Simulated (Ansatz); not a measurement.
Band-edge transport in semiconductors and insulators: KTaO3 (Pm-3m) under several functionals (Ansatz, a first-principles code, without spin-orbit coupling). The PBE cell:

```cif
data_KO3Ta
_chemical_formula_sum 'K1 Ta1 O3'
_space_group_name_H-M_alt 'Pm-3m'
_space_group_IT_number 221
_space_group_name_Hall '-P 4 2 3'
_cell_length_a 4.02439
_cell_length_b 4.02439
_cell_length_c 4.02439
_cell_angle_alpha 90.000
_cell_angle_beta 90.000
_cell_angle_gamma 90.000
loop_
_atom_site_label
_atom_site_type_symbol
_atom_site_symmetry_multiplicity
_atom_site_Wyckoff_symbol
_atom_site_fract_x
_atom_site_fract_y
_atom_site_fract_z
_atom_site_occupancy
K1 K 1 b 0.50000 0.50000 0.50000 1
Ta1 Ta 1 a 0.00000 0.00000 0.00000 1
O1 O 3 d 0.00000 0.00000 0.50000 1
```

| Functional | cell relaxed with | volume (Å³/atom) | band gap | electron conductivity mass | hole conductivity mass | Seebeck coefficient, n-type 1e19 cm⁻³ |
|---|---|---|---|---|---|---|
| PBE | PBE | 13.04 | 2.16 eV | 0.45 mₑ | 2.1 mₑ | -375 μV/K |
| r2SCAN | PBEsol | 12.66 | … | … | … | … |

**Question.** Given the cheaper levels, estimate the r2SCAN row.

**Answer.** 
- r2SCAN, band gap: 2.64 eV
- r2SCAN, electron conductivity mass: 0.45 mₑ
- r2SCAN, hole conductivity mass: 1.99 mₑ
- r2SCAN, Seebeck coefficient, n-type 1e19 cm⁻³: -375 μV/K

For the band gap, PBE gives 2.16 eV and r2SCAN 2.64 eV: PBE lies 18 % below.

Masses are for dilute carriers at 300 K, harmonic means over directions unless an axis is named. Seebeck coefficients are for the stated density at 300 K, with one relaxation time for all states and whether or not that doping can be reached. Spin-orbit coupling is left out.
